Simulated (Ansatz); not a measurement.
For TiSi (model structure, started from the rocksalt type, Fm-3m, No. 225, 2 atoms in the cell), PBE-D3(BJ) (Ansatz, an electronic-structure program, plane waves, PAW) gives:

* **lattice constant a**: 5.021 Å
* **formation enthalpy**: -0.487 eV/atom

What does r²SCAN (PAW; Ansatz) give for the same quantities?


- lattice constant a: 5.089 Å (rises by 1.4 %)
- formation enthalpy: -0.465 eV/atom (moves by +0.022 eV/atom)

Changes are worked out from the printed values.

Unless a cell is named, each level is at its own relaxed cell (PBE-D3(BJ) 15.83, r²SCAN 16.47 Å³/atom).

The crystal itself was run without spin with r²SCAN; a magnetic state was not tried in these runs.

Ansatz's density-functional and Hartree–Fock values are scalar-relativistic unless marked +SOC, with PAW data made under PBE.

A model structure was made by putting elements into a prototype or built by hand; it is no filed structure, need not be a known phase, and can be a saddle point held by its symmetry.
